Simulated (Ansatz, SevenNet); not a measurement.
For A15 V3Si (cubic form, which distorts at low temperature), the machine-learned potential SevenNet-l3i5 (trained on PBE and PBE+U data) gives:

- equilibrium lattice constant a = 4.708 Å
- bulk modulus = 178 GPa
- formation enthalpy = -0.456 eV/atom

Task: What does LDA in Ansatz (PAW) give for the same quantities?

Result: 
- lattice constant a: 4.606 Å (falls by 2.2 %)
- bulk modulus: 219 GPa (rises by 23 %)
- formation enthalpy: -0.512 eV/atom (moves by -0.056 eV/atom)

For comparison: lattice constant a 4.724 Å (measured, temperature not stated, not corrected to a static lattice; as tabulated in Zeng et al. (2023), arXiv:2309.11055); bulk modulus 171 GPa (measured, 300 K, not corrected to a static lattice, our sources range from 171 to 176; as tabulated in Lu and Klein (1997), arXiv:cond-mat/9704251); formation enthalpy -0.481 ± 0.02 eV/atom (measured, 298 K, copied from a table, unchecked, no zero-point or thermal correction; as tabulated in Wang et al. (2021), doi:10.1038/s41598-021-94550-5).

Changes are worked out from the printed values.

Unless a cell is named, each level is at its own relaxed cell (SevenNet-l3i5 13.04, LDA 12.22 Å³/atom).

The crystal itself was run without spin with LDA; a magnetic state was not tried in these runs.

Caveats: symmetry holds this phase in the static calculation, where it need not be a minimum (LDA). Ansatz's density-functional and Hartree–Fock values are scalar-relativistic unless marked +SOC, with PAW data made under PBE.

Ansatz is a program for electronic structure.
